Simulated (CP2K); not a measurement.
CP2K is run on Ag₃AuSe₂ (I4_132, 24 atoms in the cell), and the run fails. The aim is a self-consistent single point with DFT PBEsol, GPW, DZVP-MOLOPT-SR-GTH basis, GTH-PBE potentials (GTH_POTENTIALS).

This input was run:

```
&GLOBAL
  PROJECT run
  RUN_TYPE ENERGY_FORCE
  PRINT_LEVEL MEDIUM
&END GLOBAL
&FORCE_EVAL
  METHOD Quickstep
  STRESS_TENSOR ANALYTICAL
  &DFT
    BASIS_SET_FILE_NAME BASIS_MOLOPT
    POTENTIAL_FILE_NAME GTH_POTENTIALS
    &QS
      METHOD GPW
      EPS_DEFAULT 1E-10
    &END QS
    &MGRID
      CUTOFF 500
      REL_CUTOFF 40
      NGRIDS 5
    &END MGRID
    &SCF
      SCF_GUESS ATOMIC
      EPS_SCF 1E-7
      MAX_SCF 100
      ADDED_MOS 35
      &DIAGONALIZATION
        ALGORITHM STANDARD
      &END DIAGONALIZATION
      &MIXING
        METHOD BROYDEN_MIXING
        ALPHA 0.3
        NBUFFER 12
        BETA 1
      &END MIXING
      &SMEAR ON
        METHOD FERMI_DIRAC
        ELECTRONIC_TEMPERATURE [K] 1160.45
      &END SMEAR
    &KPOINTS
      SCHEME MONKHORST-PACK 3 3 3
    &END KPOINTS
    &XC
      &XC_FUNCTIONAL
        &PBE
          PARAMETRIZATION PBESOL
        &END PBE
      &END XC_FUNCTIONAL
    &END XC
    &PRINT
      &MO
        EIGENVALUES T
        OCCUPATION_NUMBERS T
        NDIGITS 8
        FILENAME mo
        &EACH
          QS_SCF 0
        &END EACH
        ADD_LAST NUMERIC
      &END MO
      &MULLIKEN ON
      &END MULLIKEN
    &END PRINT
  &END DFT
  &SUBSYS
    &CELL
      A 8.69096300 0.00000000 0.00000000
      B -2.89698800 8.19391900 0.00000000
      C -2.89698800 -4.09695900 7.09614200
      PERIODIC XYZ
    &END CELL
    &COORD
      SCALED
      Ag       0.25000000     0.12905000     0.87905000
      Ag       0.12905000     0.75000000     0.87905000
      Ag       0.75000000     0.37095000     0.62095000
      Ag       0.37095000     0.25000000     0.62095000
      Ag       0.87905000     0.25000000     0.12905000
      Ag       0.87905000     0.12905000     0.75000000
      Ag       0.62095000     0.75000000     0.37095000
      Ag       0.62095000     0.37095000     0.25000000
      Ag       0.12905000     0.87905000     0.25000000
      Ag       0.75000000     0.87905000     0.12905000
      Ag       0.37095000     0.62095000     0.75000000
      Ag       0.25000000     0.62095000     0.37095000
      Se       0.50000000     0.00000000     0.96484000
      Se       0.00000000     0.53516000     0.50000000
      Se       0.53516000     0.53516000     0.53516000
      Se       0.53516000     0.50000000     0.00000000
      Se       0.00000000     0.96484000     0.50000000
      Se       0.50000000     0.00000000     0.53516000
      Se       0.96484000     0.50000000     0.00000000
      Se       0.96484000     0.96484000     0.96484000
      Au       0.25000000     0.25000000     0.25000000
      Au       0.25000000     0.50000000     0.00000000
      Au       0.50000000     0.00000000     0.25000000
      Au       0.00000000     0.25000000     0.50000000
    &END COORD
    &KIND Ag
      BASIS_SET DZVP-MOLOPT-SR-GTH
      POTENTIAL GTH-PBE-q11
    &END KIND
    &KIND Se
      BASIS_SET DZVP-MOLOPT-SR-GTH
      POTENTIAL GTH-PBE-q6
    &END KIND
    &KIND Au
      BASIS_SET DZVP-MOLOPT-SR-GTH
      POTENTIAL GTH-PBE-q11
    &END KIND
  &END SUBSYS
  &PRINT
    &FORCES ON
    &END FORCES
    &STRESS_TENSOR ON
    &END STRESS_TENSOR
  &END PRINT
&END FORCE_EVAL
```

Log, with long lists cut:

```
 Possible matches for unknown subsection

 KPOINTS

   subsection PRINT in section %__ROOT__%FORCE_EVAL%DFT%SCF score:  107
   subsection PRINT in section %__ROOT__%FORCE_EVAL%DFT%XAS%SCF score:  107
   keyword LSHIFT in section %__ROOT__%FORCE_EVAL%DFT%SCF score:  105
   enum NONE in section %__ROOT__%FORCE_EVAL%DFT%SCF for keyword SCF_GUESS score:  105
   subsection OT in section %__ROOT__%FORCE_EVAL%DFT%SCF score:  105

 *******************************************************************************
 *   ___                                                                       *
 *  /   \                                                                      *
 * [ABORT]                                                                     *
 *  \___/                unknown subsection KPOINTS of section SCF             *
 *    |                                                                        *
 *  O/|                                                                        *
 * /| |                                                                        *
 * / \                                               input/input_parsing.F:192 *
 *******************************************************************************

 ===== Routine Calling Stack =====

            5 section_vals_parse
            4 section_vals_parse
            3 section_vals_parse
            2 section_vals_parse
            1 read_input
Abort(1) on node 0 (rank 0 in comm 0): application called MPI_Abort(MPI_COMM_WORLD, 1) - process 0
```

Problem. Read the log: what does the program object to, and what is the fix?

Solution. The fault is a section without its end line. Sections nest, and the parser loses its place. To fix it, close the section. The program stopped before any SCF iteration.

An input that runs soundly differs in these lines (not the only fix; some lines may just follow from the change or write a value another way):
```diff
+    &END SCF
```

With that input, the run converged in 17 iterations: free energy E − TS -17731.8778 eV; Fermi level (on the code's own zero) 5.94 eV; pressure -1.05 GPa; largest force (vector length) 0.444 eV/Å (DFT PBEsol, GPW, DZVP-MOLOPT-SR-GTH basis, GTH-PBE potentials (GTH_POTENTIALS)).

On the sound input: the starting cell comes from a database of computed structures (which also holds hypothetical and non-ambient phases and stackings), without a prior relaxation at this level. Values carry the incompleteness of an atom-centred basis. The potentials were made for another functional than the one used. The run gives no clean gap (levels at the Fermi energy touch, overlap or are partly filled at this smearing), which alone does not show that the compound is a metal.
